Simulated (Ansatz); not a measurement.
We consider CaO (model structure, started from the CsCl type, Pm-3m, No. 221, 2 atoms in the cell; like a known high-pressure phase), described by LDA (Ansatz, a program for electronic structure, PAW).

Numerical settings: plane-wave cutoff 520 eV, 12×12×12 k mesh, Fermi–Dirac smearing 0.01 eV, scalar-relativistic PAW data made under PBE.

Computed at the level's own relaxed cell.

```xyz
2
Lattice="2.8477 0.0000 0.0000 0.0000 2.8477 0.0000 0.0000 0.0000 2.8477" Properties=species:S:1:pos:R:3 pbc="T T T"
Ca     0.0000     0.0000     0.0000
O      1.4238     1.4238     1.4238
```

### Question
List the 9 lowest band energies at Γ above −25 eV (eV, relative to the valence band maximum), grouping those that round alike.

### Answer
At Γ: -19.24 (×3), -16.32, -0.29 (×3), 2.58 (×2).

A model structure was made by putting elements into a prototype or built by hand; it is no filed structure, need not be a known phase, and can be a saddle point held by its symmetry.
